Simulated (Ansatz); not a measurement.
## Convergence series on Fe3Au (Fm-3m, 4 atoms in the cell)

```
CELL_PARAMETERS angstrom
      0.00000     3.12064     3.12064
      3.12064     0.00000     3.12064
      3.12064     3.12064     0.00000
ATOMIC_POSITIONS crystal
  Au 0.00000 0.00000 0.00000
  Fe 0.50000 0.50000 0.50000
  Fe 0.25000 0.25000 0.25000
  Fe 0.75000 0.75000 0.75000
```
Moments meant for the start (each program seeds them in its own way; μB, in the order of the atoms Au Fe Fe Fe): 0.0 4.0 4.0 4.0.

Method: PBE (plane waves, PAW; Ansatz, a first-principles code).

The starting cell was generated: these elements placed on a structure prototype, without a prior relaxation; it need not be a known phase or ordering of this composition. Its lattice was rescaled by a random factor within 2.5 % of one. The magnetic order is the one reached from the typed start; others were not searched systematically. In the base run, with a pressure of about -14 GPa the cell is away from its equilibrium volume at this level. Ansatz's pressure includes its estimate of the finite-basis (Pulay) stress.

Held fixed: basis.ecutwfc = 420 eV; kpoints.mp_grid.grid = 9 9 9; hamiltonian.xc = pbe; hamiltonian.pseudopotentials = {kind: paw} (the program's default PAW files); magnetization.spin_polarized = true; scf.occupations.method = fermi_dirac; scf.occupations.width = 0.1 eV.

ΔF is the free energy per atom less that of the last row (16).

The series runs over basis.ecutrho_ratio = 2; 3; 4; 5; 6; 8; 10; 12; 16.

Task: From which setting on does the energy stay within 0.5 meV/atom of the last one?

Result: From basis.ecutrho_ratio = 3 on; the one before it is off by 0.97 meV/atom.

Task: From which setting on does the pressure stay within 0.05 GPa of the last one?

Result: From basis.ecutrho_ratio = 3 on; the one before it is off by 0.089 GPa. The value it settles on is -13.53 GPa at this level of theory and with the other settings as held.

```tsv
basis.ecutrho_ratio	ΔF (meV/atom)	pressure (GPa)	size of the net moment (μB/atom)
2	-0.97	-13.44	2.14
3	-0.12	-13.52	2.14
4	-0.05	-13.52	2.14
5	-0.02	-13.53	2.14
6	-0.01	-13.53	2.14
8	0.00	-13.53	2.14
10	0.00	-13.53	2.14
12	0.00	-13.53	2.14
16	0.00	-13.53	2.14
```

Keys are those of Ansatz 0.2.
